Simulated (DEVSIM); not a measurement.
Structure: abrupt GaAs p-n junction, at 300 K.

```
layer (left to right)  material  thickness (μm)  Nd (cm⁻³)  Na (cm⁻³)  τn (s)  τp (s)
---------------------  --------  --------------  ---------  ---------  ------  ------
1                          GaAs            2.90          -     8.2e17    1e-8    1e-8
2                          GaAs            5.00     9.6e15          -    1e-8    1e-8
```

Left contact: ohmic. Right contact: ohmic. Voltage is applied to the left contact. Recombination: SRH at mid-gap, radiative, Auger. Mobility is μmin + (μ − μmin)/(1 + (N/Nref)^α).

Constants are typed, rounded textbook-type inputs, not results; the design itself was drawn at random and stands for no fabricated device. Values at 300 K.

| parameter | GaAs |
|---|---|
| gap (eV) | 1.424 |
| affinity (eV) | 4.07 |
| permittivity | 12.9 |
| Nc (cm⁻³) | 4.7e17 |
| Nv (cm⁻³) | 9e18 |
| μn (cm²/Vs) | 8500 |
| μp (cm²/Vs) | 400 |
| μn,min | 500 |
| μp,min | 20 |
| Nref,n | 6e16 |
| Nref,p | 1.5e17 |
| αn | 0.39 |
| αp | 0.38 |
| B (cm³/s) | 2e-10 |
| Cn (cm⁶/s) | 1e-30 |
| Cp (cm⁶/s) | 1e-30 |

DEVSIM, 1D drift-diffusion, Boltzmann statistics, complete ionisation; no tunnelling, impact ionisation, image-force lowering or self-heating.

The doping Na of layer 1 was swept, all else fixed.

```
doping Na of layer 1 (cm^-3)  dark forward voltage at 1 A/cm² (V)  potential step across the device at zero bias (V)  largest field in the device at zero bias (V/cm)  dark forward voltage at 100 A/cm² (V)
----------------------------  -----------------------------------  -------------------------------------------------  -----------------------------------------------  -------------------------------------
2.5e16                                                          ?                                              1.171                                                ?                                      ?
8.2e16                                                      1.022                                              1.202                                            53000                                  1.152
2.5e17                                                      1.037                                              1.231                                            56000                                  1.173
8.2e17                                                      1.043                                              1.261                                            67000                                  1.186
2.5e18                                                      1.045                                              1.290                                            95000                                  1.191
```

Task: Some entries are withheld; supply them.

Result: 
- 2.5e16, dark forward voltage at 1 A/cm² (V): 0.996
- 2.5e16, largest field in the device at zero bias (V/cm): 47000
- 2.5e16, dark forward voltage at 100 A/cm² (V): 1.125
